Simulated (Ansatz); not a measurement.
# Ca in the fcc (Cu type) structure (space group Fm-3m, No. 225)

```yaml
crystal:
  lattice:
    - [0.00000, 2.72742, 2.72742]
    - [2.72742, 0.00000, 2.72742]
    - [2.72742, 2.72742, 0.00000]
  atoms:
    - { symbol: Ca, position: [0.00000, 0.00000, 0.00000] }
```

Computed with plane-wave PAW DFT at the PBEsol level (Ansatz, an electronic-structure program, 420 eV), spin-orbit coupling left out, earlier PAW set. k-mesh 15×15×15 (Γ-centred); smearing 0.05 eV (Fermi–Dirac).

```json
{
  "volume_per_atom": "40.58 Å³",
  "density": "1.64 g/cm³",
  "band_gap": "zero",
  "total_energy": "-1793.734 eV/atom (σ→0; compares only within this code and set-up)"
}
```

Stability against distortions was not tested.
